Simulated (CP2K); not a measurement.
Worked example: self-consistent single point of a (001) slab of Al (cut from a parent of space group no. 225; 4 atoms in the cell) in CP2K.

Computed with PBEsol, GPW, DZVP-MOLOPT-SR-GTH basis, GTH-PBE potentials (GTH_POTENTIALS) run with CP2K 2026.2.

The change in words: vacuum of 7 angstrom (first run: 14 Å). Reference geometry:
```
Al
1.0
    2.87237     0.00000     0.00000
   -2.87237     2.87237     0.00000
    0.00000     0.00000    20.09331
Al
4
Direct
  0.00000   0.00000   0.44946
  0.00000   0.50000   0.34837
  0.00000   0.00000   0.65163
  0.00000   0.50000   0.55054
```

Reference input (self-consistent single point, DFT PBEsol, GPW, DZVP-MOLOPT-SR-GTH basis, GTH-PBE potentials (GTH_POTENTIALS)): CUTOFF = 400 Ry; REL_CUTOFF = 50 Ry; SMEAR/METHOD = GAUSSIAN; SIGMA = 0.1 eV; KPOINTS/SCHEME = MONKHORST-PACK 7 7 1; XC_FUNCTIONAL = PBE:PBESOL; Al/BASIS_SET = DZVP-MOLOPT-SR-GTH; Al/POTENTIAL = GTH-PBE-q3; METHOD = GPW; EPS_DEFAULT = 1e-10; NGRIDS = 4; SCF_GUESS = ATOMIC. This run's input differs from it in these lines:

```diff
@@ -67,3 +67,3 @@
       B -2.87237400 2.87237400 0.00000000
-      C 0.00000000 0.00000000 20.09331000
+      C 0.00000000 0.00000000 13.09329600
       PERIODIC XYZ
@@ -72,6 +72,6 @@
       SCALED
-      Al       0.00000000     0.00000000     0.44945800
-      Al       0.00000000     0.50000000     0.34837500
-      Al       0.00000000     0.00000000     0.65162500
-      Al       0.00000000     0.50000000     0.55054200
+      Al       0.00000000     0.00000000     0.42243700
+      Al       0.00000000     0.50000000     0.26731200
+      Al       0.00000000     0.00000000     0.73268800
+      Al       0.00000000     0.50000000     0.57756300
     &END COORD
```

The program printed (abridged):

```
 SCF WAVEFUNCTION OPTIMIZATION

  Step     Update method      Time    Convergence         Total energy    Change
     1 NoMix/Diag. 0.20E+00      -     0.96268588        -8.6328069710 -8.63E+00
     2 Broy./Diag. 0.20E+00      -     0.03540026        -8.4798001838  1.53E-01
     3 Broy./Diag. 0.20E+00      -     0.03795622        -8.3754504192  1.04E-01
     4 Broy./Diag. 0.20E+00      -     0.01118582        -8.2719743667  1.03E-01
     5 Broy./Diag. 0.20E+00      -     0.00321587        -8.2508560510  2.11E-02
     6 Broy./Diag. 0.20E+00      -     0.00203424        -8.2403761105  1.05E-02
   [... 3 lines left out ...]
    10 Broy./Diag. 0.20E+00      -     0.00038323        -8.2392703480 -8.13E-04
    11 Broy./Diag. 0.20E+00      -     0.00001160        -8.2396072903 -3.37E-04
    12 Broy./Diag. 0.20E+00      -     0.00001490        -8.2397154825 -1.08E-04
    13 Broy./Diag. 0.20E+00      -     0.00000050        -8.2397105958  4.89E-06
  *** SCF run converged in    13 steps ***

  Overlap energy of the core charge distribution:               0.00000000000000
  Self energy of the core charge distribution:                -22.56758334191025
  Core Hamiltonian energy:                                      4.55528780850618
  Hartree energy:                                              12.85499824401204
  Exchange-correlation energy:                                 -3.08195260782807
  Smearing free energy correction:                             -0.00046069995952
  Fermi energy:                                                 0.09408793039358

  Total energy:                                                -8.23971059577134
  Total energy (extrapolated to sigma->0):                     -8.23948024579158

                     Mulliken Population Analysis

   [... lines left out ...]

 STRESS| Analytical stress tensor [bar]
 STRESS|                        x                   y                   z
 STRESS|      x       -3.85110599559E+04  -1.49745383234E-04   3.33863340272E-11
 STRESS|      y       -1.49745383234E-04  -3.85110612546E+04   1.48622469662E-10
 STRESS|      z        3.33863340272E-11   1.48622469662E-10   1.05033688630E+04
 STRESS| 1/3 Trace                                            -2.21729174492E+04
```

The run converged in 13 iterations. Against the reference run the free energy falls by 3.0 meV/atom and the largest force hardly changes (0.221 to 0.225 eV/Å).

The starting cell has typed, rounded lattice constants, without a prior relaxation at this level. The slab is cut from that crystal, and its faces are unrelaxed. Its lattice was rescaled by up to half a per cent. Values carry the incompleteness of an atom-centred basis. The potentials were made for another functional than the one used.
